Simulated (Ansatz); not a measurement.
Results of LDA (Ansatz, an electronic-structure program, PAW) for Tb5Ge3 (P6₃/mcm, No. 193).

Settings: plane-wave cutoff 500 eV, 6×6×6 k mesh, Fermi–Dirac smearing 0.05 eV, spin-polarised start, scalar-relativistic PAW data made under PBE.

Computed at the level's own relaxed cell.

### Question
Give the computed volume per atom, lattice constant a and c axis length.

### Answer

* **volume per atom**: 23.21 Å³/atom
* **lattice constant a**: 8.351 Å
* **c axis length**: 6.148 Å

The run finds no gap.

Note: the magnetic order was assumed, not searched for or taken from measurement; the 4f shell is treated without U or exact exchange, so its levels and filling can be wrong; the volume lies 6 % below that of the published cell.

Spin–orbit coupling is not included.

The computed numbers hold no vibrational or temperature effects.

Cost on a shared machine: roughly 60 core-minutes.
